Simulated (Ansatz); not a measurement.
Si: response to strain

Take Si in the diamond structure (space group Fd-3m, No. 227) as the base.

```xyz
2
Lattice="0.0000 2.7222 2.7222 2.7222 0.0000 2.7222 2.7222 2.7222 0.0000" Properties=species:S:1:pos:R:3 pbc="T T T"
Si     0.0000     0.0000     0.0000
Si     1.3611     1.3611     1.3611
```

Cartesian axes are those of the cell as printed.

Strains are applied to the cell and any free atomic positions relax; under biaxial strain the out-of-plane vector relaxes too.

Method: r2SCAN/PAW in Ansatz (an electronic-structure program), without spin-orbit coupling.

```tsv
biaxial strain, plane normal [111], relaxed out of plane (%)	out-of-plane strain (%)
0	0.00
0.42	-0.17
0.83	-0.34
1.25	-0.50
1.67	-0.66
2.08	?
2.5	-0.97
```

Fit ε⊥ = −νε + γε² (strains in %) to the rows shown and predict the withheld row.

Least squares on the printed values gives ν = 0.41 (the biaxial Poisson response) and γ = 0.010 (largest residual 0.00 %); this predicts -0.82 %, and the run gives -0.82 %, in agreement.

Whether these cells are dynamically stable was not tested.
